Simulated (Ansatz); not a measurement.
Levels about the gap of amorphous Zr20O43W (64 atoms in a cell of 828 Å³, 5.41 g/cm³; zone centre alone, so wide bands show as single levels with stretches between that a denser mesh fills), at the geometry that PBE relaxed, where it gives -2.4 GPa on a denser mesh. The participation number counts the atoms over which a state spreads; weights are charges in smoothed Voronoi cells. The levels come from a single point, so bond lengths are those of that geometry. Method of the levels: r2SCAN, scalar-relativistic without spin-orbit coupling (Ansatz, an electronic-structure program). Sampling: the zone centre alone; Fermi-Dirac width 0.02 eV; no spin polarisation. At PBE the levels at both edges of the gap are localised (band-tail or defect states), and the nearest spread-out levels lie 3.8 eV apart at the zone centre.

A CHGNet melt-quench gave the starting glass, which DFT then relaxed. O atoms were pushed apart under 1.9 Å during the dynamics, to hinder bonds among them. The hot cell started wider than the set density and was brought back towards it in steps. It is the lowest in DFT energy of 2 quenches. It is a model cell: composition and starting density were chosen by hand, and all elements were melted together. No dispersion term was used. Its density started from a set value of 5.41 and ended at 5.41 g/cm³. Cooling (nominally 450 K/ps over its main leg) ran many orders faster than in experiment, which tends to leave more defects and strain. One small periodic cell is one sample of the glass; other quenches scatter about these values. The volume was held where the preparation left it and the shape relaxed, at a PBE pressure of -2.4 GPa (tension). Stress components on the final sampling reach 2.4 GPa.

```json
[
 {"E - E(highest filled), eV": "-0.31", "filling": "filled", "participation number": "21.2", "largest on": "O, 3 neighbours", "weight O": "0.95", "weight Zr": "0.05", "weight W": "0.00"},
 {"E - E(highest filled), eV": "-0.23", "filling": "filled", "participation number": "20.0", "largest on": "O, 2 neighbours", "weight O": "0.95", "weight Zr": "0.05", "weight W": "0.00"},
 {"E - E(highest filled), eV": "-0.22", "filling": "filled", "participation number": "17.6", "largest on": "O, 3 neighbours", "weight O": "0.94", "weight Zr": "0.06", "weight W": "0.00"},
 {"E - E(highest filled), eV": "-0.19", "filling": "filled", "participation number": "16.4", "largest on": "O, 2 neighbours", "weight O": "0.94", "weight Zr": "0.05", "weight W": "0.00"},
 {"E - E(highest filled), eV": "-0.12", "filling": "filled", "participation number": "17.0", "largest on": "O, 2 neighbours", "weight O": "0.95", "weight Zr": "0.04", "weight W": "0.00"},
 {"E - E(highest filled), eV": "-0.07", "filling": "filled", "participation number": "20.4", "largest on": "O, 3 neighbours", "weight O": "0.95", "weight Zr": "0.04", "weight W": "0.00"},
 {"E - E(highest filled), eV": "0.00", "filling": "filled", "participation number": "10.0", "largest on": "O, 3 neighbours", "weight O": "0.95", "weight Zr": "0.05", "weight W": "0.00"},
 {"E - E(highest filled), eV": "2.67", "filling": "empty", "participation number": "3.1", "largest on": "W, 7 neighbours", "weight O": "0.36", "weight Zr": "0.09", "weight W": "0.56"},
 {"E - E(highest filled), eV": "2.95", "filling": "empty", "participation number": "3.2", "largest on": "W, 7 neighbours", "weight O": "0.37", "weight Zr": "0.09", "weight W": "0.54"},
 {"E - E(highest filled), eV": "4.15", "filling": "empty", "participation number": "10.9", "largest on": "Zr, 6 neighbours", "weight O": "0.34", "weight Zr": "0.63", "weight W": "0.03"},
 {"E - E(highest filled), eV": "4.25", "filling": "empty", "participation number": "22.4", "largest on": "Zr, 7 neighbours", "weight O": "0.34", "weight Zr": "0.60", "weight W": "0.06"},
 {"E - E(highest filled), eV": "4.27", "filling": "empty", "participation number": "15.2", "largest on": "Zr, 7 neighbours", "weight O": "0.33", "weight Zr": "0.66", "weight W": "0.01"},
 {"E - E(highest filled), eV": "4.33", "filling": "empty", "participation number": "29.5", "largest on": "W, 7 neighbours", "weight O": "0.36", "weight Zr": "0.55", "weight W": "0.10"},
 {"E - E(highest filled), eV": "4.45", "filling": "empty", "participation number": "21.1", "largest on": "Zr, 7 neighbours", "weight O": "0.32", "weight Zr": "0.68", "weight W": "0.00"}
]
```

Most localised among these is the empty level at +2.67 eV, on a W atom, which has 7 neighbours (O 1.89 Å, O 1.93 Å, O 1.95 Å, O 2.01 Å, O 2.02 Å, O 2.15 Å, O 2.24 Å).
